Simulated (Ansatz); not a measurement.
Defect migration in amorphous Si20P2O45 (a melt-quenched model of 67 atoms): interstitial Li, charge state +1. The step: a concerted move, in which Li travels most; the atom moves 2.25 Å along (0.21, -0.08, -0.03) of the unit cell; the moving atom starts with neighbours O at 1.71, O at 2.01, 2 O at 2.16 Å and ends with O at 1.69, O at 2.00, O at 2.03 Å. A PBE band in Ansatz (plane-wave PAW, the Γ point alone, 67 host sites, 107 SCF runs with any check of the saddle's order, static, no finite-size correction) gives a forward barrier of 0.30 eV. The saddle point's order was not checked. The charge state is imposed; whether it is stable for some Fermi level was not computed. Sites that were not tried may lie lower.

Single points at the band's start and saddle point can refine it. Rough cost of one point, in units of the band's mean SCF on the same machine:

```
Level                                             Cost of one point
------------------------------------------------  -----------------
PBE, a 2×2×2 k-point mesh shifted by half a step            about 6
r2SCAN at 500 eV, the Γ point alone                         about 3
HSE06, Γ point alone                                       about 10
```

### Question
Which of these move the barrier by more than 0.1 eV, and how far does each move it?

### Answer
Not one does. PBE, a 2×2×2 k-point mesh shifted by half a step: 0.00 eV; r2SCAN at 500 eV, the Γ point alone: +0.01 eV; HSE06, Γ point alone: -0.02 eV. Each functional is compared with PBE at the same k-points.

Ansatz is a first-principles code.
